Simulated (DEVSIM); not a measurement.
Structure: Co/SiO2/p-Si capacitor, at 250 K.

Layer 1 from the left is SiO2, thickness (nm) 1.30. Layer 2 from the left is Si, thickness (nm) 4700, Na (cm⁻³) 1.5e16.

Metal gate on the left, work function 5 eV. Fixed charge at the semiconductor interface -8.8e11 cm⁻² (in units of +e); no interface traps.

This is a model device: material constants are rounded textbook-type values typed into the input, and sizes, dopings and lifetimes were drawn at random. Values at 300 K; Nc and Nv go as T^1.5, mobilities as T to minus their exponent, the gap by Varshni's rule with the affinity fixed.

SiO2: gap (eV) 9, affinity (eV) 0.9, permittivity 3.9. Si: gap (eV) 1.124, affinity (eV) 4.05, permittivity 11.7, Nc (cm⁻³) 2.86e19, Nv (cm⁻³) 3.1e19, Varshni α (eV/K) 0.000473, Varshni β (K) 636.

### Question
Estimate by hand the flat-band voltage, the threshold voltage, and compare with a numerical solution.

### Answer

- Flat-band voltage: C = 2.66 μF/cm², work-function difference -0.028 V; VFB = φms − qNf/C = 0.03 V; numerical 0.02 V.
- Threshold voltage: φF = 0.410 V, depletion charge √(4εqNφF) = 6.39e-8 C/cm²; VT = VFB + 2φF + Qd/C = 0.87 V; numerical 0.87 V.

DEVSIM, 1D Poisson equation in equilibrium, Boltzmann statistics, complete ionisation; no quantum confinement or tunnelling. Metal contacts follow the ideal Schottky-Mott rule: no Fermi-level pinning, no interface dipoles.
